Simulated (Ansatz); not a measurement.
Base system: Ir in the fcc (Cu type) structure (space group Fm-3m, No. 225; relaxed with 0.1 eV smearing).

```
Ir
1.0
    0.00000     1.92250     1.92250
    1.92250     0.00000     1.92250
    1.92250     1.92250     0.00000
Ir
1
Direct
  0.00000   0.00000   0.00000
```

All numbers come from r2SCAN (Ansatz, a program for electronic structure; PAW; 500 eV plane waves; scalar-relativistic without spin-orbit coupling).

Strains are applied to the cell and any free atomic positions relax.

One change was made to it. Results:

The pressure goes from zero to -10.4 GPa; the energy increases by 14 meV/atom.

### Question
Name the change that was made.
A) isotropic strain +1.00 %
B) isotropic strain +3.00 %
C) isotropic strain +1.50 %

### Answer
A, isotropic strain +1.00 %. For comparison, the energy relative to the base in the other runs: isotropic strain +3.00 % gives +120 meV/atom; isotropic strain +1.50 % gives +32 meV/atom.

Stability against distortions was not tested. The final runs are not spin-polarised.
